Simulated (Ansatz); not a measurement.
Consider a O ion moving along [001] in Si (Fd-3m), on the centre line of the channel, 1.37 Å from the nearest row of atoms, at 0.3 atomic units of velocity (35.7 keV). The periodic cell holds 64 host atoms, 10.9 × 10.9 Å across the path and 10.9 Å along it, and uses an absorbing far layer at Γ.

**Question.** What electronic stopping power does real-time TDDFT give (PBE in Ansatz, a first-principles code, adiabatic)?

**Answer.** 9.8 eV/Å, or 98 eV/nm. Host atoms are fixed, cores are frozen and nuclear stopping is left out; the value is of this one path, not of a random one. The dependence on the size of the cell was not tested for this case.
